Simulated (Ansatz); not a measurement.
Convergence study of zone-centre phonons against the mesh for BePd (Pm-3m, 2 atoms in the cell)

```
BePd
1.0
    2.80321     0.00000     0.00000
    0.00000     2.80321     0.00000
    0.00000     0.00000     2.80321
Be Pd
1 1
Direct
  0.00000   0.00000   0.00000
  0.50000   0.50000   0.50000
```

Level of theory: LDA (PW92), default PAW files made with PBE (plane waves; Ansatz, a program for electronic structure).

Base settings: basis.ecutwfc = 420 eV; kpoints.mp_grid.grid = 12 12 12; hamiltonian.xc = lda; hamiltonian.pseudopotentials = {kind: paw} (the program's default PAW files); scf.occupations.method = fermi_dirac; scf.occupations.width = 0.1 eV.

In this ladder: phonons.method = dfpt.

Frequencies are those of the unrelaxed cell, without the LO-TO term of polar crystals.

Only quantities that move along the ladder and can be compared are tabulated.

The starting cell comes from a database of computed structures (which also holds hypothetical and non-ambient phases and stackings), without a prior relaxation at this level. Its lattice was rescaled by up to half a per cent. Spin polarisation is off. In the base run, with a pressure of about -6 GPa the cell is away from its equilibrium volume at this level.

| kpoints.mp_grid.grid | highest zone-centre frequency (cm⁻¹) |
|---|---|
| 3 3 3 | 288.9 |
| 4 4 4 | 372.0 |
| 5 5 5 | 353.2 |
| 6 6 6 | 359.1 |
| 7 7 7 | 358.1 |
| 9 9 9 | 360.8 |
| 11 11 11 | 359.5 |
| 14 14 14 | 358.0 |
| 17 17 17 | 358.2 |
| 21 21 21 | 358.4 |
| 27 27 27 | 358.3 |

Coarsest kpoints.mp_grid.grid that holds the highest zone-centre frequency within 10 cm⁻¹ of the last step, with all finer ones: 5 5 5; the step before is off by 14 cm⁻¹.

Keys are those of Ansatz 0.2.
